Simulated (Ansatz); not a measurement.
**KF in the rock salt structure (space group Fm-3m, No. 225)**

```xyz
2
Lattice="0.0000 2.6534 2.6534 2.6534 0.0000 2.6534 2.6534 2.6534 0.0000" Properties=species:S:1:pos:R:3 pbc="T T T"
K      0.0000     0.0000     0.0000
F      2.6534     2.6534     2.6534
```

The values are results of Ansatz (a quantum-chemistry and plane-wave program) PBEsol, no spin-orbit coupling, not measurements. Γ-centred 11×11×11 mesh, Fermi–Dirac width 0.05 eV.

The volume per atom is 18.68 Å³. The density comes out as 2.58 g/cm³ and the band gap is 6.15 eV, direct at Γ. The electron mass is 0.54 mₑ and the lowest conduction-band minima above the VBM comes out as Γ 6.15 eV. The total energy is -1159.553 eV/atom (σ→0; compares only within this code and set-up).

Masses are band curvatures over ±0.01 Å⁻¹ around the edge. Whether these cells are dynamically stable was not tested.
